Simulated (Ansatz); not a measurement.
Results of G0W0@PBEsol (Ansatz, an electronic-structure program, hard PAW, contour deformation) for MgS (model structure, within 0.1 Å of Fm-3m, No. 225, 6 atoms in the cell).

The cell is the one relaxed with PBEsol. Conventional cell: a = 5.1824 Å, b = 5.1824 Å, c = 5.1824 Å, α = 90.00°, β = 90.00°, γ = 90.00°.

One run with a 6×6×2 mesh, response cutoff 150 eV and 800 empty bands, not extrapolated in mesh or basis; no spin–orbit coupling.

Some levels at Γ in eV, each set counted from its highest filled level:

```tsv
row	degeneracy	PBEsol	quasiparticle
1	1	-12.75	-12.55
2	2	-11.81	?
3	2	-3.94	-4.01
4	4	-0.48	-0.51
5	3	0.00	0.00
6	1	3.69	?
7	1 or more	4.66	?
```

Q: Complete the blanks.

A: 
- 2, quasiparticle: -11.50
- 6, quasiparticle: 5.17
- 7, quasiparticle: 6.14

Levels within 5 meV count as one row.

A model structure was made by putting elements into a prototype or built by hand; here it ended with the formula and space group of a phase in our tables.
